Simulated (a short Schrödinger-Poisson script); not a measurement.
Stack: symmetric double-gate stack, SiO2 on p-type Ge(111), at 300 K.

```
layer  material  thickness (nm)  Na (cm⁻³)
-----  --------  --------------  ---------
1          SiO2             1.8          -
2            Ge               6       3e17
3          SiO2             1.8          -
```

The device is made up for the run: typed textbook-type constants, with dimensions and the other settings drawn at random. SiO2: permittivity 3.9, conduction-band edge (eV) 3.1, gap (eV) 9, electron mass (mₑ) 0.5. Ge: permittivity 16, conduction-band edge (eV) 0, gap (eV) 0.664, Nv at 300 K (cm⁻³) 6e18.

Channel valleys (confinement mass, in-plane density-of-states mass, number): L1 1.59, 0.08, 1; L3 0.09, 0.34, 3. At the gates, both at one voltage, the conduction-band edge of layer 1 lies 3.32 eV − eVg above the Fermi level of the channel. Gaps are held at their typed values at every temperature. Mesh 0.03 nm at interfaces.

From a short Schrödinger-Poisson script (our own, NumPy): 1D Poisson equation in equilibrium, electrons classical, Fermi-Dirac, parabolic valleys, classical holes, full ionisation, no traps, pinning or gate leakage.

The same stack at other levels of the model or other numerical settings:

| run | sheet density of all electrons at Vg = 0.9 V (cm⁻²) | sheet density of all electrons at Vg = 0.3 V (cm⁻²) | capacitance of both gates at Vg = 0.9 V (μF/cm²) | gate voltage at 1e11 electrons/cm² (V) | rough cost against the base |
|---|---|---|---|---|---|
| base | 1.38e13 | 2.06e12 | 3.29 | 0.13 | about 1 |
| electrons treated as classical, Boltzmann | ___ | 2.12e12 | 3.55 | 0.13 | 0.4 |
| electrons treated as quantum, Hartree | ___ | 1.27e12 | 3.01 | ___ | 6 |
| mesh six times as coarse | 1.36e13 | 2.04e12 | 3.26 | 0.13 | 0.6 |

Q: Fill in the missing entries.

A: 
- electrons treated as quantum, Hartree, gate voltage at 1e11 electrons/cm² (V): 0.17
- electrons treated as classical, Boltzmann, sheet density of all electrons at Vg = 0.9 V (cm⁻²): 1.45e13
- electrons treated as quantum, Hartree, sheet density of all electrons at Vg = 0.9 V (cm⁻²): 1.17e13

The classical rows ignore confinement, and Boltzmann statistics overrate the density once the band edge passes the Fermi level.

Only the L valleys are kept; under strong confinement the Δ valleys of Ge fill too.
